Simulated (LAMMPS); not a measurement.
Melts of Cu (fcc) with 50 % of Cu sites Zr cooled to 300 K at several rates.

All values are model results, not measurements: classical MD, pair style eam/fs, file CuZr_mm.eam.fs, run in LAMMPS.

```tsv
cooling rate (K/s)	state	density	coordination number of Cu by Zr	rough cost
1e+12	glass	7.14 g/cm³ (one sample)	7.19 (counted to 3.74 Å)	40 core-minutes
1e+13	glass	7.15 g/cm³ (one sample)	7.18 (counted to 3.78 Å)	10 core-minutes
1e+14	glass	7.13 g/cm³ (one sample)	6.99 (counted to 3.74 Å)	4 core-minutes
```

Costs are rough and include melting and analysis.
